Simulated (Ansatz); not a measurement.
Take C in the diamond structure (space group Fd-3m, No. 227) as the base.

```xyz
2
Lattice="0.0000 1.7801 1.7801 1.7801 0.0000 1.7801 1.7801 1.7801 0.0000" Properties=species:S:1:pos:R:3 pbc="T T T"
C      1.7801     1.7801     1.7801
C      2.6702     2.6702     2.6702
```

All numbers come from plane-wave PAW DFT at the r2SCAN level (Ansatz, a first-principles code, 500 eV), spin-orbit coupling left out, earlier PAW set.

For the base:

| Quantity | Value |
|---|---|
| Gap between the host's bands | 4.36 eV |
| Gap character | indirect, Γ → a point along ⟨100⟩, about 1.3 Å⁻¹ from Γ |

One thing is altered: 0.0790 electrons added to each cell, a density of 7.0×10^21 cm⁻³, with a uniform compensating background at fixed cell and a 300 K Fermi–Dirac width.

How does this affect the gap between the host's bands, Fermi level from band edge and gap character?

The gap between the host's bands drops by 0.04 eV (4.36 eV → 4.32 eV); the Fermi level relative to the doped band's edge (positive inside the band; to 0.05 eV) comes out as +0.75 eV; the gap character remains indirect, Γ → a point along ⟨100⟩, about 1.3 Å⁻¹ from Γ.

Carriers are added with a uniform compensating background; total energy and stress of such cells depend on the potential's zero and are not compared; many-body gap narrowing is missing at this level. Whether these cells are dynamically stable was not tested.
